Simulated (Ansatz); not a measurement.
The structure below was relaxed with PBE (Ansatz, an electronic-structure program, PAW, no spin-orbit coupling), at pressure 1.8 GPa.

```
ZnSiP2
1.0
   -2.69044     2.69044     5.23529
    2.69044    -2.69044     5.23529
    2.69044     2.69044    -5.23529
Zn Si P
2 2 4
Direct
  0.75000   0.25000   0.50000
  0.00000   0.00000   0.00000
  0.25000   0.75000   0.50000
  0.50000   0.50000   0.00000
  0.14153   0.12500   0.51653
  0.60847   0.62500   0.48347
  0.37500   0.85847   0.98347
  0.87500   0.39153   0.01653
```

Find the space group and the Wyckoff positions.

Space group I-42d (No. 122); a = b = 5.3809 Å, c = 10.4706 Å, α = β = γ = 90.00°

```
atom  site  symmetry       x       y       z
----  ----  --------  ------  ------  ------
Zn      4a      -4..  0.0000  0.0000  0.0000
Si      4b      -4..  0.0000  0.0000  0.5000
P       8d       .2.  0.2500  0.2335  0.3750
```

Load acts through the strain it causes; cell and atoms are relaxed under it. No phonon test of stability was made. The cell was made from ZnSiP$_{2}$ in the chalcopyrite structure (space group I-42d, No. 122) by this change: pressure 1.8 GPa.
